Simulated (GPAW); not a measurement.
Worked example: self-consistent single point of ScZnPd (Cmcm, 6 atoms in the cell) in GPAW

Method: PBEsol, GPAW PAW datasets PBEsol (made by gpaw-setup) (plane waves; GPAW).

Input as run:

```python
from ase import Atoms
from ase.units import GPa
from gpaw import GPAW

atoms = Atoms(['Sc', 'Sc', 'Zn', 'Zn', 'Pd', 'Pd'],
              cell=[[2.146525, -4.558855, 0.000000],
                    [2.146525, 4.558855, 0.000000],
                    [0.000000, 0.000000, 5.251380]],
              scaled_positions=[[0.706830, 0.293170, 0.750000],
                                [0.293170, 0.706830, 0.250000],
                                [0.000000, 0.000000, 0.000000],
                                [0.000000, 0.000000, 0.500000],
                                [0.403540, 0.596460, 0.750000],
                                [0.596460, 0.403540, 0.250000]],
              pbc=True)

calc = GPAW(mode={'name': 'pw', 'ecut': 800},
            xc='PBEsol',
            kpts={'size': (5, 5, 4), 'gamma': True},
            occupations={'name': 'methfessel-paxton', 'width': 0.05, 'order': 0},
            nbands=-12,
            convergence={'density': 1e-05, 'energy': 1e-05},
            symmetry={'symmorphic': False, 'tolerance': 0.0005},
            maxiter=120)

atoms.calc = calc

energy = atoms.get_potential_energy()
print('Energy (eV):', round(energy, 6))
forces = atoms.get_forces()
print('Forces (eV/Ang):')
print(forces.round(5))
stress = atoms.get_stress()
print('Stress (GPa, Voigt):', (stress / GPa).round(4))
```

Output (repeated stretches shortened):

```
Input parameters:
  convergence: {density: 1e-05,
                energy: 1e-05}
  kpts: {gamma: True,
         size: (5, 5, 4)}
  maxiter: 120
  mode: {ecut: 800,
         name: pw}
  nbands: -12
  occupations: {name: methfessel-paxton,
                order: 0,
                width: 0.05}
  symmetry: {symmorphic: False,
             tolerance: 0.0005}
  xc: PBEsol

species:
  Sc:
    name: Scandium
    Z: 21.0
    valence: 11
    core: 10
    charge: 0.0
    file: Sc.PBEsol.gz

    # Using partial waves for Sc as LCAO basis

  Zn:
    name: Zinc
    Z: 30.0
    valence: 12
    core: 18
    charge: 0.0
    file: Zn.PBEsol.gz

    # Using partial waves for Zn as LCAO basis

  Pd:
    name: Palladium
    Z: 46.0
    valence: 16
    core: 30
    charge: 0.0
    file: Pd.PBEsol.gz

    # Using partial waves for Pd as LCAO basis

Reference energy: -413494.882846  # eV

Spin-paired calculation

Convergence criteria:
 Maximum [total energy] change in last 3 cyles: 1e-05 eV / valence electron
 Maximum integral of absolute [dens]ity change: 1e-05 electrons / valence electron
 Maximum integral of absolute [eigenst]ate change: 4e-08 eV^2 / valence electron
 Maximum number of scf [iter]ations: 120

Symmetries present (total): 8
Symmetries with fractional translations: 4
100 k-points: 5 x 5 x 4 Monkhorst-Pack grid + [0.000000,0.000000,1/8]
27 k-points in the irreducible part of the Brillouin zone
       k-points in crystal coordinates                weights
   0:     0.00000000    0.00000000    0.00000000          1/100
   1:     0.00000000    0.00000000    0.25000000          2/100
   2:     0.00000000    0.00000000    0.50000000          1/100
   [... 7 lines left out ...]
          ...
  26:     0.40000000    0.40000000    0.50000000          2/100

Wave functions: Plane wave expansion
  Cutoff energy: 800.000 eV
  Number of coefficients (min, max): 5261, 5298
  Pulay-stress correction: 0.000000 eV/Ang^3 (de/decut=0.000000)

Occupation numbers: Methfessel-Paxton:
  width: 0.0500  # eV
  order: 0

Eigensolver

Densities:
  Coarse grid: 35*35*36 grid
  Fine grid: 70*70*72 grid
  Total Charge: 0.000000

Density mixing:
  Method: separate
  Backend: pulay
  Linear mixing parameter: 0.05
  old densities: 5
  Damping of long wavelength oscillations: 50

Hamiltonian:
  XC and Coulomb potentials evaluated on a 70*70*72 grid
  External potential:
    NoExternalPotential

XC parameters: PBEsol with 2 nearest neighbor stencil

Number of atoms: 6
Number of atomic orbitals: 68
Number of bands in calculation: 51
Number of valence electrons: 78
Bands to converge: occupied

Density initialized from atomic densities
  51 bands from LCAO basis set

Atomic positions and initial magnetic moments

Positions:
   0 Sc     2.146525   -1.885816    3.938535    ( 0.0000,  0.0000,  0.0000)
   1 Sc     2.146525    1.885816    1.312845    ( 0.0000,  0.0000,  0.0000)
   2 Zn     0.000000    0.000000    0.000000    ( 0.0000,  0.0000,  0.0000)
   3 Zn     0.000000    0.000000    2.625690    ( 0.0000,  0.0000,  0.0000)
   4 Pd     2.146525    0.879494    3.938535    ( 0.0000,  0.0000,  0.0000)
   5 Pd     2.146525   -0.879494    1.312845    ( 0.0000,  0.0000,  0.0000)

Unit cell:
           periodic     x           y           z      points  spacing
  1. axis:    yes    2.146525   -4.558855    0.000000    35     0.1110
  2. axis:    yes    2.146525    4.558855    0.000000    35     0.1110
  3. axis:    yes    0.000000    0.000000    5.251380    36     0.1459

  Lengths:   5.038921   5.038921   5.251380
  Angles:   90.000000  90.000000 129.573442

Effective grid spacing dv^(1/3) = 0.1326

     iter     time        total  log10-change:
                         energy   eigst   dens
iter:   1 --:--:--   -35.186855
iter:   2 --:--:--   -30.190237   -0.06  -1.12
iter:   3 --:--:--   -27.755617   -0.48  -1.27
iter:   4 --:--:--   -27.507586   -0.51  -1.46
iter:   5 --:--:--   -27.578833   -1.03  -1.68
iter:   6 --:--:--   -27.200030   -1.07  -1.87
iter:   7 --:--:--   -27.160716   -1.61  -1.97
iter:   8 --:--:--   -26.910211   -1.78  -2.04
iter:   9 --:--:--   -26.933552   -2.46  -2.52
iter:  10 --:--:--   -26.905503   -2.50  -2.57
iter:  11 --:--:--   -26.906048   -3.25  -3.01
iter:  12 --:--:--   -26.906038c  -3.90  -3.28
iter:  13 --:--:--   -26.905883c  -4.47  -3.32
iter:  14 --:--:--   -26.905476c  -4.22  -3.34
iter:  15 --:--:--   -26.905594c  -4.47  -3.48
iter:  16 --:--:--   -26.905671c  -5.16  -3.50
iter:  17 --:--:--   -26.905653c  -5.67  -3.47
   [... 8 lines left out ...]
iter:  26 --:--:--   -26.905387c  -5.53  -4.22
iter:  27 --:--:--   -26.905381c  -6.05  -4.33
iter:  28 --:--:--   -26.905376c  -6.04  -4.48
iter:  29 --:--:--   -26.905376c  -7.23  -4.69
iter:  30 --:--:--   -26.905377c  -7.12  -4.75
iter:  31 --:--:--   -26.905376c  -6.78  -5.06c
iter:  32 --:--:--   -26.905376c  -7.97c -5.32c

Converged after 32 iterations.

Dipole moment: (-0.000000, 0.000000, -0.000000) |e|*Ang

Energy contributions relative to reference atoms: (reference = -413494.882846)

Kinetic:        -20.213430
Potential:      +10.978971
External:        +0.000000
XC:             -17.642337
Entropy (-ST):   -0.004190
Local:           -0.026485
SIC:             +0.000000
--------------------------
Free energy:    -26.907470
Extrapolated:   -26.905376

Showing only first 2 kpts
 Kpt  Band  Eigenvalues  Occupancy
  0    37      6.92885    2.00000
  0    38      7.04677    2.00000
  0    39      7.67408    0.00001
  0    40      8.21438    0.00000

  1    37      7.27649    2.00000
  1    38      7.49693    1.39615
  1    39      7.59848    0.01860
  1    40      8.24093    0.00000

Fermi level: 7.51527

No gap
No difference between direct/indirect transitions
Energy (eV): -26.905376

Forces in eV/Ang:
  0 Sc    0.00000   -0.08768    0.00000
  1 Sc    0.00000    0.08768   -0.00000
  2 Zn    0.00000    0.00000    0.00000
  3 Zn    0.00000    0.00000    0.00000
  4 Pd    0.00000    0.00839   -0.00000
  5 Pd    0.00000   -0.00839    0.00000

Stress tensor:
     0.016922     0.000000     0.000000
     0.000000     0.019571     0.000000
     0.000000     0.000000     0.017313
Stress (GPa, Voigt): [2.7112 3.1357 2.7739 0.     0.     0.    ]
```

The run converged in 32 iterations. GPAW prints stress with tension positive.

The starting cell comes from a database of computed structures (which also holds hypothetical and non-ambient phases and stackings), without a prior relaxation at this level. Spin polarisation is off.

Cost on one core of a shared machine: roughly 3 min.
